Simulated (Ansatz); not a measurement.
## TiAl: response to strain

Start from TiAl (space group P4/mmm, No. 123; relaxed with 0.1 eV smearing).

```
CELL_PARAMETERS angstrom
      2.81268     0.00000     0.00000
      0.00000     2.81268     0.00000
      0.00000     0.00000     4.06194
ATOMIC_POSITIONS crystal
  Al 0.50000 0.50000 0.50000
  Ti 0.00000 0.00000 0.00000
```

Cartesian axes are those of the cell as printed.

Strains are applied to the cell and any free atomic positions relax; under biaxial strain the out-of-plane vector relaxes too; under stress the whole cell relaxes.

Level of theory: r2SCAN/PAW in Ansatz (a quantum-chemistry and plane-wave program), without spin-orbit coupling, earlier PAW set.

Notes on the quantities. pressure: mean of the normal stresses, compression positive.

| variant | pressure | volume per atom | space group |
|---|---|---|---|
| base | 0.0 GPa | 16.07 Å³ | P4/mmm (No. 123) |
| biaxial strain −4.26 %, plane normal [001], relaxed out of plane | (withheld) | (withheld) | P4/mmm (No. 123) |
| biaxial strain −3.22 %, plane normal [001], relaxed out of plane | 4.6 GPa | 15.50 Å³ | P4/mmm (No. 123) |
| biaxial strain −1.83 %, plane normal [001], relaxed out of plane | 2.5 GPa | 15.75 Å³ | P4/mmm (No. 123) |
| biaxial strain −0.52 %, plane normal [001], relaxed out of plane | 0.7 GPa | 15.98 Å³ | P4/mmm (No. 123) |
| isotropic strain +5.20 % | -13.6 GPa | 18.71 Å³ | P4/mmm (No. 123) |
| uniaxial strain ε_yy = +3.58 % | -3.9 GPa | 16.64 Å³ | Pmmm (No. 47) |
| uniaxial strain ε_zz = −0.54 % | 0.7 GPa | 15.98 Å³ | P4/mmm (No. 123) |
| uniaxial strain ε_zz = +5.83 % | -6.1 GPa | 17.00 Å³ | P4/mmm (No. 123) |
| uniaxial stress, 8 GPa tension along z | – | 16.45 Å³ | P4/mmm (No. 123) |

Problem. Complete the table.

Solution. 
- biaxial strain −4.26 %, plane normal [001], relaxed out of plane, pressure: 6.2 GPa
- biaxial strain −4.26 %, plane normal [001], relaxed out of plane, volume per atom: 15.32 Å³

Stability under load was not tested beyond the relaxation. The final runs are not spin-polarised.
